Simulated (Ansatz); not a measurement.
Take HgS (space group P3_221, No. 154; made of chains) as the base.

```
HgS
1.0
    4.14011     0.00000     0.00000
   -2.07006     3.58544     0.00000
    0.00000     0.00000     9.40861
Hg S
3 3
Direct
  0.71056   0.00000   0.66667
  0.00000   0.71056   0.33333
  0.28944   0.28944   0.00000
  0.49956   0.00000   0.16667
  0.00000   0.49956   0.83333
  0.50044   0.50044   0.50000
```

Calculations: Kohn–Sham DFT with the PBEsol functional, run in Ansatz (a program for electronic structure) with PAW and 420 eV plane waves, no spin-orbit coupling, earlier PAW set.

For the base:

The band gap is 1.23 eV. The pressure comes out as 0.0 kbar and the gap character comes out as indirect, k = (0, 0.111, 1/4) in the run's primitive reciprocal basis → Γ.

The change: an isotropic linear strain of +4.10 %; the atoms relax in the strained cell.

**Question.** What happens to the energy relative to the base?

**Answer.** The energy goes up by 17 meV/atom.

**Question.** What does the calculation give for the band gap after the change?

**Answer.** The band gap rises by 0.45 eV to 1.68 eV.

**Question.** Estimate the effect on the largest internal atomic displacement.

**Answer.** The largest internal atomic displacement comes out as 0.216 Å.

**Question.** What does the calculation give for the pressure after the change?

**Answer.** The pressure (mean of the normal stresses, compression positive) goes from zero to -15.4 kbar.

**Question.** What happens to the gap character?

**Answer.** The gap character changes from indirect, k = (0, 0.111, 1/4) in the run's primitive reciprocal basis → Γ to indirect, Γ–A (67 % along) → Γ.

With Hg present, leaving out spin-orbit coupling can change the band edges. No phonon test of stability was made. No dispersion term is included in the PBEsol runs.
